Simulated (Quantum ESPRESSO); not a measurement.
Input and output of a self-consistent single point for Sn₄SF₆ (Cmc2_1, 22 atoms in the cell) (Quantum ESPRESSO).

Method: LDA (PZ), GBRV 1.5 ultrasoft (LDA) pseudopotentials (plane waves; Quantum ESPRESSO).

```
CELL_PARAMETERS angstrom
      4.34086    -6.28473     0.00000
      4.34086     6.28473     0.00000
      0.00000     0.00000     8.89550
ATOMIC_POSITIONS crystal
  Sn 0.32001 0.67999 0.14704
  Sn 0.67999 0.32001 0.64704
  Sn 0.64232 0.81262 0.66791
  Sn 0.35768 0.18738 0.16791
  Sn 0.18738 0.35768 0.66791
  Sn 0.81262 0.64232 0.16791
  Sn 0.15051 0.84949 0.55900
  Sn 0.84949 0.15051 0.05900
  S  0.33660 0.66340 0.43799
  S  0.66340 0.33660 0.93799
  F  0.73261 0.91833 0.89679
  F  0.26739 0.08167 0.39679
  F  0.08167 0.26739 0.89679
  F  0.91833 0.73261 0.39679
  F  0.14897 0.85103 0.11257
  F  0.85103 0.14897 0.61257
  F  0.49166 0.00602 0.67470
  F  0.50834 0.99398 0.17470
  F  0.99398 0.50834 0.67470
  F  0.00602 0.49166 0.17470
  F  0.38379 0.61621 0.78387
  F  0.61621 0.38379 0.28387
```

Reference input (self-consistent single point, DFT, PBEsol, plane waves, GBRV 1.5 ultrasoft (PBESOL) pseudopotentials): ecutwfc = 40 Ry; ecutrho = 200 Ry; occupations = fixed; potentials = {Sn: sn_pbesol_v1.4.uspp.F.UPF, S: s_pbesol_v1.4.uspp.F.UPF, F: f_pbesol_v1.4.uspp.F.UPF}; K_POINTS = automatic 2 2 2 0 0 0; nbnd = 112; conv_thr = 1e-11 Ry; mixing_beta = 0.3. This run's input differs from it in these lines:

```diff
@@ -22,5 +22,5 @@
 ATOMIC_SPECIES
-Sn   118.7100  sn_pbesol_v1.4.uspp.F.UPF
-S     32.0600  s_pbesol_v1.4.uspp.F.UPF
-F     18.9984  f_pbesol_v1.4.uspp.F.UPF
+Sn   118.7100  sn_lda_v1.4.uspp.F.UPF
+S     32.0600  s_lda_v1.4.uspp.F.UPF
+F     18.9984  f_lda_v1.4.uspp.F.UPF
 ATOMIC_POSITIONS {angstrom}
```

The program printed (abridged):

```
     Self-consistent Calculation

     iteration #  1     ecut=    40.00 Ry     beta= 0.30

     total energy              =   -1902.96288527 Ry
     estimated scf accuracy    <       3.51052029 Ry

     iteration #  2     ecut=    40.00 Ry     beta= 0.30

     total energy              =   -1902.81591059 Ry
     estimated scf accuracy    <       0.78604680 Ry

     iteration #  3     ecut=    40.00 Ry     beta= 0.30

     total energy              =   -1903.02724461 Ry
     estimated scf accuracy    <       0.04269452 Ry

   [... 12 blocks of this kind left out ...]

     iteration # 16     ecut=    40.00 Ry     beta= 0.30

     total energy              =   -1903.03227452 Ry
     estimated scf accuracy    <          2.1E-11 Ry

     iteration # 17     ecut=    40.00 Ry     beta= 0.30
     End of self-consistent calculation

     highest occupied, lowest unoccupied level (ev):     3.7290    6.0755

!    total energy              =   -1903.03227452 Ry
     estimated scf accuracy    <          2.4E-12 Ry

     convergence has been achieved in  17 iterations

     Forces acting on atoms (cartesian axes, Ry/au):

     atom    1 type  1   force =     0.00000000    0.01918054    0.00856546
     atom    2 type  1   force =     0.00000000   -0.01918054    0.00856546
     atom    3 type  1   force =    -0.00520829    0.02327669    0.01608479
     atom    4 type  1   force =     0.00520829   -0.02327669    0.01608479
     atom    5 type  1   force =     0.00520829    0.02327669    0.01608479
     atom    6 type  1   force =    -0.00520829   -0.02327669    0.01608479
   [... lines left out ...]

     Total force =     0.083916     Total SCF correction =     0.000005

          total   stress  (Ry/bohr**3)                   (kbar)     P=      -46.94
  -0.00036811   0.00000000   0.00000000          -54.15        0.00        0.00
   0.00000000  -0.00029127   0.00000000            0.00      -42.85        0.00
   0.00000000   0.00000000  -0.00029791            0.00        0.00      -43.82

   JOB DONE.
```

The run converged in 17 iterations. Against the reference run the pressure goes from -2.56 to -4.69 GPa, the largest force goes from 0.476 to 0.740 eV/Å and the gap on the mesh goes from 2.386 to 2.347 eV.

The starting cell comes from a database of computed structures (which also holds hypothetical and non-ambient phases and stackings), without a prior relaxation at this level. With a pressure of about -5 GPa the cell is away from its equilibrium volume at this level.

Cost on one core of a shared machine: roughly 10 min.
